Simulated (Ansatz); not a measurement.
Given:

```yaml
crystal:
  lattice:
    - [0.00000, 2.72203, 2.82628]
    - [2.72203, 0.00000, 2.82628]
    - [2.72203, 2.72203, 0.00000]
  atoms:
    - { symbol: Si, position: [0.50000, 0.50000, 0.50000] }
    - { symbol: Si, position: [0.75000, 0.75000, 0.75000] }
```

No spin polarisation.

Computed with r2SCAN (Ansatz, a quantum-chemistry and plane-wave program; PAW; 500 eV plane waves; no spin-orbit coupling), earlier PAW set. k-mesh 10×10×10 (Γ-centred); smearing 0.05 eV (Fermi–Dirac).

Task: What is the computed stress (xx, yy, zz, yz, xz, xy; compression positive)?

Result: (-2.01, -2.01, -6.19, 0.00, 0.00, 0.00) GPa.

Task: Predict the band gap.

Result: 0.63 eV.

Task: What gap character does the calculation give?

Result: Indirect, Γ → k = (0, 0.400, 0.400) in the run's primitive reciprocal basis.

The cells carry an imposed strain or load. Whether these cells are dynamically stable was not tested. The cell was made from Si in the diamond structure (space group Fd-3m, No. 227) by this change: uniaxial strain ε_zz = +3.83 %.
